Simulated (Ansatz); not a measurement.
The parent structure is Lu in the hcp (Mg type) structure (space group P6_3/mmc, No. 194; a = 3.506 Å, c = 5.482 Å; relaxed with 0.1 eV smearing).

Computed with PBE, PAW, 420 eV (Ansatz, a program for electronic structure; no SOC).

Strains are applied to the cell and any free atomic positions relax.

One change was made to it. Results:

| quantity | base | after |
|---|---|---|
| energy relative to the base (free energy F) | 0 meV/atom | +31 meV/atom |
| pressure (mean of the normal stresses, compression positive) | 0.0 GPa | -3.5 GPa |

Question: Which of these changes matches the shifts?
A) isotropic strain +2.00 %
B) isotropic strain −1.00 %
C) isotropic strain +3.00 %
D) isotropic strain +2.50 %
E) isotropic strain +1.00 %

Answer: C, isotropic strain +3.00 %. For comparison, the energy relative to the base in the other runs: isotropic strain −1.00 % gives +3.9 meV/atom; isotropic strain +1.00 % gives +3.7 meV/atom; isotropic strain +2.50 % gives +22 meV/atom; isotropic strain +2.00 % gives +14 meV/atom.

Whether these cells are dynamically stable was not tested.
